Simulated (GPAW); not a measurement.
Band structure of Mg2NiH4 (Imm2, 7 atoms in the cell).

```
CELL_PARAMETERS angstrom
     -2.26262     3.16457     2.29178
      2.26262    -3.16457     2.29178
      2.26262     3.16457    -2.29178
ATOMIC_POSITIONS crystal
  Mg 0.75963 0.50929 0.25034
  Mg 0.25895 0.50929 0.74966
  Ni 0.03845 0.03845 0.00000
  H  0.18065 0.94860 0.23205
  H  0.71655 0.94860 0.76795
  H  0.25688 0.99543 0.73855
  H  0.25688 0.51833 0.26145
```

Computed with LDA (Perdew-Wang 92), GPAW PAW datasets LDA (gpaw-data 1.0.1) (plane waves; GPAW).

Settings: mode = pw; ecut = 800 eV; xc = LDA; kpts = 7 7 7; mesh shift (steps) = 0 0 0; occupations.name = fermi-dirac; occupations.width = 0.05 eV; nbands = -4; convergence.density = 1e-05 e/electron; convergence.bands = -2; symmetry.symmorphic = false; symmetry.tolerance = 0.0005; maxiter = 120; bandpath_npoints = 40.

The starting cell comes from a database of computed structures (which also holds hypothetical and non-ambient phases and stackings), without a prior relaxation at this level.

Question: Predict the gap along the standard path and the places of the band edges.

Answer: The gap along the path is 0.24 eV, from a point between Γ and X to Z; the smallest direct gap on it is 1.84 eV.

Levels in eV from the top of the valence band on the SCF mesh, bands 17 to 24:
```
point     17     18     19     20    21    22    23    24
-----  -----  -----  -----  -----  ----  ----  ----  ----
Γ      -2.65  -2.00  -0.33  -0.15  3.20  3.60  3.65  4.10
X      -2.69  -2.42  -2.10  -1.53  0.94  3.01  5.22  5.33
L      -2.71  -2.45  -2.09  -1.78  1.78  3.59  3.72  4.29
T      -2.86  -2.44  -2.30  -1.51  0.41  1.62  5.42  8.45
W      -3.07  -2.33  -2.03  -2.01  1.79  3.23  4.37  4.52
R      -2.74  -2.52  -1.46  -0.75  2.07  2.64  3.51  4.00
X1     -2.69  -2.42  -2.10  -1.53  0.94  3.01  5.22  5.33
Z      -2.58  -2.50  -1.91  -1.63  0.22  1.70  6.58  6.83
Y      -2.55  -2.55  -2.12  -1.37  0.49  3.25  5.31  5.52
S      -2.66  -2.41  -1.27  -0.68  1.73  2.94  3.23  3.42
```
